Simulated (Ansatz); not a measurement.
We consider InAs (Fm-3m, No. 225, 2 atoms in the cell; start mp-21391; a measured phase of this formula has another space group), described by LDA in Ansatz (PAW).

Run with plane-wave cutoff 520 eV, 16×16×16 k mesh, Fermi–Dirac smearing 0.05 eV, scalar-relativistic PAW data made under PBE.

Cell (relaxed at this level):

Space group Fm-3m (No. 225); a = 5.6014 Å, b = 5.6014 Å, c = 5.6014 Å, α = 90.00°, β = 90.00°, γ = 90.00°

| atom | site | symmetry | x | y | z |
|---|---|---|---|---|---|
| In | 4b | m-3m | 0.5000 | 0.5000 | 0.5000 |
| As | 4a | m-3m | 0.0000 | 0.0000 | 0.0000 |
(The calculation used a cell of 2 atoms; values per cell refer to that cell.)

Problem. Predict the bulk modulus.

Solution. 
bulk modulus: 76.6 GPa

The run finds no gap.

Note: the bulk modulus is −V dP/dV from two relaxed cells at ±2 % in volume; the relaxation could not lower the start's symmetry, so the cell can be a saddle point above a distorted one.

Spin–orbit coupling is not included; it can open a gap where bands touch, and shift volumes and moduli.

A start named mp-… is a Materials Project structure, which need not be a measured phase.

Ansatz is an electronic-structure program.
